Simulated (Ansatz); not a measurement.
We consider ZnSnN₂ (Pna2₁, No. 33, 16 atoms in the cell; start mp-1029469), described by PBE0 (Ansatz, a program for electronic structure, PAW).

Numerical settings: plane-wave cutoff 460 eV, 4×4×4 k mesh, Fermi–Dirac smearing 0.01 eV, scalar-relativistic PAW data made under PBE.

Cell (relaxed with PBEsol):

SnZnN2 has the orthorhombic space group Pna2₁ (No. 33), Pearson symbol oP16. Conventional cell: a = 5.833 Å, b = 6.712 Å, c = 5.466 Å, α = 90.00°, β = 90.00°, γ = 90.00°. Zn on 4a is coordinated by 4 N at 2.035–2.053 Å (tetrahedral). Sn on 4a has 4 N at 2.062–2.078 Å (tetrahedral). N1 on 4a sees 2 Zn at 2.035–2.053 Å and 2 Sn at 2.071–2.078 Å (tetrahedral). N2 on 4a is coordinated by 2 Zn at 2.036–2.040 Å and 2 Sn at 2.062–2.073 Å (tetrahedral). (Neighbours: up to the widest gap in distance over summed covalent radii, below 1.35, at either atom; cation-cation and far metal-metal contacts left out.)

Give the computed band gap.


- band gap: 1.95 eV (on the SCF k mesh)

Note: cell and atoms aren't relaxed at this level (largest force component 0.35 eV/Å).

Spin–orbit coupling is not included.

The computed numbers hold no vibrational or temperature effects.

Cost on a shared machine: about 13 core-minutes (a rough figure).

A start named mp-… is a Materials Project structure, which need not be a measured phase.
